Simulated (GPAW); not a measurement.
Input and output of a self-consistent single point for NbAs (I4_1md, 4 atoms in the cell) (GPAW).

Method: PBEsol, GPAW PAW datasets PBEsol (made by gpaw-setup) (plane waves; GPAW).

```
CELL_PARAMETERS angstrom
     -1.73327     1.73327     5.90503
      1.73327    -1.73327     5.90503
      1.73327     1.73327    -5.90503
ATOMIC_POSITIONS crystal
  Nb 0.74972 0.74972 0.00000
  Nb 0.49972 0.99972 0.50000
  As 0.16728 0.16728 0.00000
  As 0.91728 0.41728 0.50000
```

Reference input (self-consistent single point, DFT PBE, plane waves, GPAW PAW datasets PBE (gpaw-data 1.0.1)): mode = pw; ecut = 550 eV; xc = PBE; kpts = 8 8 8; mesh shift (steps) = 0 0 0; occupations.name = fermi-dirac; occupations.width = 0.05 eV; nbands = -8; symmetry.symmorphic = false; symmetry.tolerance = 0.0005; maxiter = 150. This run's input differs from it in these lines:

```diff
@@ -15,3 +15,3 @@
 calc = GPAW(mode=PW(550),
-            xc='PBE',
+            xc='PBEsol',
             kpts={'size': (8, 8, 8), 'gamma': True},
```

Its files differ too (potentials: GPAW PAW datasets PBEsol (made by gpaw-setup)).

Output, abridged:

```
     iter     time        total  log10-change:
                         energy   eigst   dens
iter:   1 --:--:--   -37.483602
iter:   2 --:--:--   -36.963160   -1.37  -1.06
iter:   3 --:--:--   -35.400497   -0.60  -1.10
iter:   4 --:--:--   -35.430964   -2.55  -1.40
iter:   5 --:--:--   -35.347252   -1.78  -1.43
iter:   6 --:--:--   -35.374619   -2.13  -2.14
iter:   7 --:--:--   -35.341252   -2.54  -2.19
iter:   8 --:--:--   -35.342557   -4.09  -2.49
iter:   9 --:--:--   -35.341860c  -4.60  -2.77
iter:  10 --:--:--   -35.342059c  -3.47  -2.94
iter:  11 --:--:--   -35.341407c  -4.57  -3.05
iter:  12 --:--:--   -35.341399c  -5.51  -3.85
iter:  13 --:--:--   -35.341404c  -7.44c -3.96
iter:  14 --:--:--   -35.341399c  -6.78  -3.97
iter:  15 --:--:--   -35.341402c  -7.41c -4.04c
Converged after 15 iterations.

Dipole moment: (-2.559073, 2.559073, 3.674652) |e|*Ang

Energy contributions relative to reference atoms: (reference = -330616.110155)

Kinetic:        +19.242779
Potential:      -27.228999
External:        +0.000000
XC:             -27.172754
Entropy (-ST):   -0.008792
Local:           -0.178032
SIC:             +0.000000
--------------------------
Free energy:    -35.345798
Extrapolated:   -35.341402

Showing only first 2 kpts
 Kpt  Band  Eigenvalues  Occupancy
  0    16      8.90538    2.00000
  0    17      8.90538    2.00000
  0    18     10.96594    0.00000
  0    19     11.51536    0.00000

  1    16      9.17877    2.00000
  1    17      9.27249    2.00000
  1    18     10.55600    0.00461
  1    19     10.89127    0.00001

Fermi level: 10.25249

No gap
No difference between direct/indirect transitions
Energy (eV): -35.341402

Forces in eV/Ang:
  0 Nb    0.00000    0.00000   -0.02998
  1 Nb    0.00000    0.00000   -0.02998
  2 As    0.00000    0.00000    0.02836
  3 As    0.00000    0.00000    0.02836

Stress tensor:
     0.034636     0.000000    -0.000000
     0.000000     0.034636     0.000000
    -0.000000     0.000000     0.035673
Stress (GPa, Voigt): [ 5.5493  5.5493  5.7155  0.     -0.      0.    ]
```

The run converged in 15 iterations. GPAW prints stress with tension positive. Against the reference run the pressure goes from -0.27 to -5.60 GPa and the largest force moves little (0.033 to 0.030 eV/Å).

The starting cell comes from a database of computed structures (which also holds hypothetical and non-ambient phases and stackings), without a prior relaxation at this level. Spin polarisation is off. With a pressure of about -6 GPa the cell is away from its equilibrium volume at this level.

Cost on one core of a shared machine: roughly 2 min.
